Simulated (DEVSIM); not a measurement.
Device: Cr/SiO2/p-Ge capacitor, at 300 K.

Layer 1 from the left is SiO2, thickness (nm) 1.30. Layer 2 from the left is Ge, thickness (nm) 6200, Na (cm⁻³) 9.2e15.

Metal gate on the left, work function 4.5 eV. Fixed charge at the semiconductor interface 0 cm⁻² (in units of +e); interface traps 1.8e11 cm⁻² eV⁻¹, uniform in energy, neutral level at 0.3 of the gap above the valence band.

Constants are typed, rounded textbook-type inputs, not results; the design itself was drawn at random and stands for no fabricated device. Values at 300 K.

SiO2: gap (eV) 9, affinity (eV) 0.9, permittivity 3.9. Ge: gap (eV) 0.664, affinity (eV) 4, permittivity 16, Nc (cm⁻³) 1.04e19, Nv (cm⁻³) 6e18.

Model (solved in DEVSIM): 1D Poisson equation in equilibrium, Boltzmann statistics, complete ionisation; no quantum confinement or tunnelling. Metal contacts follow the ideal Schottky-Mott rule: no Fermi-level pinning, no interface dipoles.

Task: What does the simulation give for the minimum of the low-frequency capacitance?

Result: minimum of the low-frequency capacitance 0.0988 μF/cm².
